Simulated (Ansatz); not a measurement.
Consider NiO in the rock salt structure (space group Fm-3m, No. 225; a = 4.189 Å; ferromagnetic). Axes: x, y, z lie along the cube axes.

Structures relaxed with r2SCAN in Ansatz (plane waves to 500 eV, PAW, no SOC).

Base:

Simulated powder pattern, Mo Kα, λ = 0.71073 Å (kinematic, ideal powder, no thermal factors, no anomalous dispersion; the 10 strongest lines at most, above 2 %, up to 2θ = 40°):

```
2θ (°)  I/Imax (%)    hkl
------  ----------  -----
16.90           73  (111)
19.54          100  (200)
27.77           64  (220)
32.69           33  (311)
34.18           20  (222)
39.68          8.5  (400)
```

Perturbation: biaxial strain −2.43 %, plane normal [111], relaxed out of plane (Cartesian); in-plane vectors clamped, the third vector and the atoms free.

After the change:

Simulated powder pattern, Mo Kα, λ = 0.71073 Å (kinematic, ideal powder, no thermal factors, no anomalous dispersion; the 10 strongest lines at most, above 2 %, up to 2θ = 40°):

| 2θ (°) | I/Imax (%) | hkl |
|---|---|---|
| 16.50 | 20 | (111) |
| 17.23 | 53 | (1 1 -1) |
| 19.72 | 100 | (200) |
| 27.57 | 34 | (220) |
| 28.47 | 30 | (2 0 -2) |
| 32.30 | 8.7 | (311) |
| 33.09 | 16 | (3 1 -1) |
| 33.35 | 5.7 | (222) |
| 33.47 | 7.7 | (1 1 -3) |
| 34.87 | 14 | (2 2 -2) |

The indices refer to the base's conventional cell; one index is shown for lines that coincide. The space group is now R-3m (No. 166).

No phonon test of stability was made. No Hubbard U is applied and the magnetic state is the run's own (NiO ferromagnetic); small cells can't hold the antiferromagnetic order that many such compounds have, so gaps and moments can be off. In its common phase, real NiO is an antiferromagnetic insulator at low temperature.

Ansatz is an electronic-structure program.
